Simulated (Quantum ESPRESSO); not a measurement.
**Pressure against volume in fcc Ir (space group 225) (Quantum ESPRESSO, PBEsol)**

```
Ir
1.0
    0.00000     1.86425     1.86425
    1.86425     0.00000     1.86425
    1.86425     1.86425     0.00000
Ir
1
Direct
  0.00000   0.00000   0.00000
```

Level of theory: PBEsol, GBRV 1.5 ultrasoft (PBESOL) pseudopotentials (plane waves; Quantum ESPRESSO 7.5). Settings: ecutwfc = 52 Ry; ecutrho = 416 Ry; occupations = smearing; smearing = fd; degauss = 0.0036749 Ry; potentials = {Ir: ir_pbesol_v1.2.uspp.F.UPF}; K_POINTS = automatic 26 26 26 0 0 0; conv_thr = 1e-10 Ry; mixing_beta = 0.5. The cell above is the first row's. The rows scale it uniformly. In all rows the k mesh is held.

```
V (Å^3/atom)  P (GPa)
------------  -------
12.958              ?
13.240          26.01
13.522          15.69
13.803           6.54
14.085          -1.57
14.367          -8.76
14.648         -15.11
14.930         -20.72
15.212         -25.68
```

The 8 complete rows are fitted with a cubic, P against V. With u = V - 14.2, the rows have u = -0.9600, -0.6780, -0.3970, -0.1150, 0.1670, 0.4480, 0.7300, 1.0120. Least squares gives P = -4.621 - 25.7793·u + 5.6626·u² - 0.7469·u³. Residuals (row less fit): 0.003, -0.003, -0.013, 0.010, 0.012, -0.009, -0.007, 0.004; standard error 0.012 (degrees of freedom: 4). The fitted pressure is zero at V0 = 14.03, where dP/dV = -27.80, so B0 = -V0·dP/dV = 390 GPa.

**Question.** What does the fit predict for P at V = 12.958, and how far is the calculated value from it?

**Answer.** u = -1.2420, so P = -4.621 - 25.7793 × (-1.2420) + 5.6626 × (-1.2420)² - 0.7469 × (-1.2420)³ = 37.563 GPa. The calculation gives 37.64 GPa, 0.077 GPa above the prediction (0.1 % of the range of P in the table). The row lies outside the fitted rows, so this is an extrapolation. From the scatter of the fitted rows alone, a prediction at this place has a standard error of 0.032 GPa, so the miss is 2.4 times that.

Carrying the step between the two nearest rows on in a straight line would have given 36.33, off by 1.31; series whose last step already gives the withheld value aren't shown. The scan was laid around a cell of about the measured size, scaled by a guess for this functional. Spin polarisation is off. Spin-orbit coupling is off. Cutoffs and mesh are single choices, not tested for convergence of this quantity. Series with a scatter that would blur these digits, or in which a gap closes, are not shown.
